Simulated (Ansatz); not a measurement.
Base system: BaS in the zinc blende structure (space group F-43m, No. 216; a = 7.0356 Å; a hypothetical phase, not in the database extracts checked).

(Cell as relaxed with PBE.)

Levels (all Ansatz, a first-principles code, PAW): PBE (420 eV, no spin-orbit coupling); r2SCAN (500 eV, scalar-relativistic without spin-orbit coupling).

Each level relaxes its own structure.

```csv
base,PBE,r2SCAN
volume per atom,43.53 Å³,43.58 Å³
lattice parameter a,7.036 Å,7.038 Å
band gap,2.75 eV,3.07 eV
```

Perturbation: cell and atoms relaxed at a pressure of 1.5 GPa.

| quantity | PBE | r2SCAN |
|---|---|---|
| band gap | 2.82 eV | 3.13 eV |
| shift of the gap caused by the change | +0.07 eV | +0.06 eV |
| volume per atom | 41.45 Å³ | 41.58 Å³ |

PBE's band gap lies 0.316 eV below r2SCAN's; PBE's volume per atom lies 0.13 Å³ below r2SCAN's (0.3 %). Neither level is exact; r2SCAN is the comparison here, not a measurement.

Load acts through the strain it causes; cell and atoms are relaxed under it. Stability against distortions was not tested.
